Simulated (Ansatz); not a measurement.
The starting structures come from a database of crystals and need not be the phases stable at ambient conditions.

By PBEsol, the system below comes out a metal.

Without scattering a metal conducts by its projected Fermi surface.

Here is the system:

```
Ta2N
1.0
    5.29657     0.00000     0.00000
   -2.64829     4.58696     0.00000
    0.00000     0.00000     4.93918
Ta N
6 3
Direct
  0.33363   0.00000   0.75362
  0.66637   0.00000   0.24638
  0.00000   0.33363   0.75362
  0.00000   0.66637   0.24638
  0.66637   0.66637   0.75362
  0.33363   0.33363   0.24638
  0.66667   0.33333   0.50000
  0.33333   0.66667   0.50000
  0.00000   0.00000   0.00000
```

Space group of this cell: P-31m. The cell is taken as given; by PBEsol its mean pressure is -5.3 GPa.

The current flows along the normal of the first two printed cell vectors, the (001) plane of the conventional cell. No spin-orbit coupling; the value is a mean over 0.1 eV about the Fermi level.

Task: Estimate the ballistic conductance per area that PBEsol (Ansatz, a quantum-chemistry and plane-wave program) returns for this system.

Result: 0.63 × 10¹⁵ S/m² for both spins.
